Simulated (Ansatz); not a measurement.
# GeSe (model structure, started from the NiAs type, P6₃/mmc, No. 194, 4 atoms in the cell): lattice constant a by level of theory

No measured value is used here.

| level (code) | value (Å) |
|---|---|
| PBE (Ansatz) | 3.938 |
| PBEsol (Ansatz) | 3.833 |
| PBE-D3(BJ) (Ansatz) | ___ |

Question: Some entries are withheld; supply them.

Answer: 
- PBE-D3(BJ) (Ansatz, a quantum-chemistry and plane-wave program), value (Å): 3.855

PBE-D3(BJ): a distance lies near a switch of the dispersion term, which can move the cell. Ansatz's density-functional and Hartree–Fock values are scalar-relativistic unless marked +SOC, with PAW data made under PBE.

A model structure was made by putting elements into a prototype or built by hand; it is no filed structure, need not be a known phase, and can be a saddle point held by its symmetry.
